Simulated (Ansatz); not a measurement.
Base system: TiC in the rock salt structure (space group Fm-3m, No. 225; a = 4.293 Å; relaxed with 0.1 eV smearing). Axes: x, y, z lie along the cube axes.

Now apply this change: the cell is compressed by 0.52 % along z with no lateral relaxation; the atoms relax in the strained cell.

Levels (all Ansatz, a program for electronic structure, PAW): PBEsol (420 eV, scalar-relativistic without spin-orbit coupling); r2SCAN (500 eV, no spin-orbit coupling).

The geometry is relaxed with PBEsol.

```
Quantity          Result
---------------  -------
PBEsol pressure  1.4 GPa
```

With r2SCAN at the same geometry, the pressure increases by 6.7 GPa (1.4 GPa → 8.1 GPa).

Single points use the geometry relaxed with PBEsol. Their cutoffs differ, which shifts pressures a little. Whether these cells are dynamically stable was not tested. The base started in Pnma and relaxed to Fm-3m at this level. All final runs are without spin polarisation.
